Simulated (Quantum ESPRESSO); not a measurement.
**Energy against c/a at fixed volume: hcp Be (space group 194) (Quantum ESPRESSO, PBEsol)**

```
CELL_PARAMETERS angstrom
      2.29682     0.00000     0.00000
     -1.14841     1.98910     0.00000
      0.00000     0.00000     3.44704
ATOMIC_POSITIONS crystal
  Be 0.66667 0.33333 0.75000
  Be 0.33333 0.66667 0.25000
```

Method of the run: PBEsol, GBRV 1.5 ultrasoft (PBESOL) pseudopotentials (plane waves; Quantum ESPRESSO). Settings: ecutwfc = 52 Ry; ecutrho = 260 Ry; occupations = smearing; smearing = fermi-dirac; degauss = 0.0036749 Ry; potentials = {Be: be_pbesol_v1.4.uspp.F.UPF}; K_POINTS = automatic 34 34 18 0 0 0; conv_thr = 1e-10 Ry. The cell above is the first row's. The rows change c/a at fixed volume. In all rows fractional positions and the k mesh are held. E is the free energy at the stated smearing, counted from the lowest row.

```csv
c/a,E (meV/atom)
1.5008,?
1.5164,8.29
1.5321,4.45
1.5477,1.80
1.5633,0.31
1.5790,0.00
1.5946,0.85
1.6102,2.84
1.6259,5.92
```

Problem. Using a cubic, estimate the missing E at c/a = 1.5008 from the other rows, showing the fit.

Solution. With u = c/a - 1.57, the rows have u = -0.05360, -0.03790, -0.02230, -0.00670, 0.00900, 0.02460, 0.04020, 0.05590. Least squares gives E = 0.046 - 25.20·u + 2368.6·u² - 624·u³. Residuals (row less fit): -0.008, 0.013, 0.007, -0.011, -0.011, 0.000, 0.020, -0.010; standard error 0.016 (degrees of freedom: 4). The fitted curve has its minimum at c/a = 1.58, where E = -0.02. To one more digit the minimum is at c/a = 1.575; the ideal close-packed ratio is 1.633. At the withheld row, u = -0.06920, so E = 0.046 - 25.20 × (-0.06920) + 2368.6 × (-0.06920)² - 624 × (-0.06920)³ = 13.339 meV/atom. The calculation gives 13.34 meV/atom, which the fit meets to the printed digits. The row lies outside the fitted rows, so this is an extrapolation. From the scatter of the fitted rows alone, a prediction at this place has a standard error of 0.042 meV/atom, so the miss is 0.0 times that.

Carrying the step between the two nearest rows on in a straight line would have given 12.11, off by 1.23; series whose last step already gives the withheld value aren't shown. The reference cell has the volume at which an earlier scan in this program and functional put its minimum by a fit; axis ratios and inner coordinates come from a measured-size cell. The runs keep the symmetry of the cell, so they don't test it for distortions. The best c/a moves a little with volume. In metals such curves are sensitive to mesh and smearing. Cutoffs and mesh are single choices, not tested for convergence of this quantity. Series with a scatter that would blur these digits, or in which a gap closes, are not shown. Strain series were run only where this level's volume lies within 10 % of a first guess from the measured size.
